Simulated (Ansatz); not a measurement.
Response to strain in BeTe

The reference is BeTe in the zinc blende structure (space group F-43m, No. 216; a = 5.554 Å).

Strains are applied to the cell and any free atomic positions relax.

Level of theory: LDA (Ansatz, a first-principles code), spin-orbit coupling left out.

```
isotropic strain (%)  pressure (GPa)
--------------------  --------------
-3                               7.0
-2.5                             5.6
-2                               4.4
-1.5                             3.2
0                                0.0
0.5                             -0.9
2                                  ?
2.5                             -4.1
3                               -4.7
```

Task: Fit P = P₀ − Bδ + Cδ² with δ = (1 + ε)³ − 1 to the rows shown and predict the withheld row.

Result: Least squares on the printed values gives P₀ = 0.0 GPa, B = 65.5 GPa, C = 160 GPa (largest residual 0.1 GPa); this predicts -3.4 GPa, and the run gives -3.4 GPa, in agreement.

No phonon test of stability was made.
